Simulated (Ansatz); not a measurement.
A hypothetical phase is included: elements placed on a structure type, which no database files for this compound.

# Evanescent states of SiC (Pm-3n, 12 atoms a cell, 12.6 Å³ an atom) along the normal of (110)

These are r2SCAN (plane waves, PAW; Ansatz, a first-principles code) values and carry that method's errors.

No gap correction and no spin-orbit coupling; mid-gap is the computed energy nearest the middle.

Energies count from the valence-band top; κ is the least over a 6×4 mesh across the current.

| E (eV) | κ (1/Å) | where |
|---|---|---|
| 0.06 | 0.069 | Γ |
| 0.17 | 0.118 | Γ |
| 0.28 | 0.151 | Γ |
| 0.39 | 0.178 | Γ |
| 0.49 | 0.200 | Γ |
| 0.60 | 0.219 | Γ |
| 0.71 | 0.237 | Γ |
| 0.82 | 0.252 | Γ |
| 0.94 | 0.266 | Γ |
| 1.04 | 0.279 | Γ |
| 1.16 | 0.269 | off Γ |
| 1.26 | 0.256 | off Γ |
| 1.38 | 0.241 | off Γ |
| 1.49 | 0.224 | off Γ |
| 1.59 | 0.206 | off Γ |
| 1.71 | 0.185 | off Γ |
| 1.81 | 0.161 | off Γ |
| 1.93 | 0.130 | off Γ |
| 2.04 | 0.087 | off Γ |

How thick must the barrier be to attenuate the transmission by 10^6 when the electrodes' Fermi level lies at 0.60 eV, and what attenuation does that film give at 0.94 eV?

d = 6 ln 10 / (2 × 0.219) = 31.5 Å. At 0.94 eV it gives 6 × 0.266/0.219 = 7.3 decades.
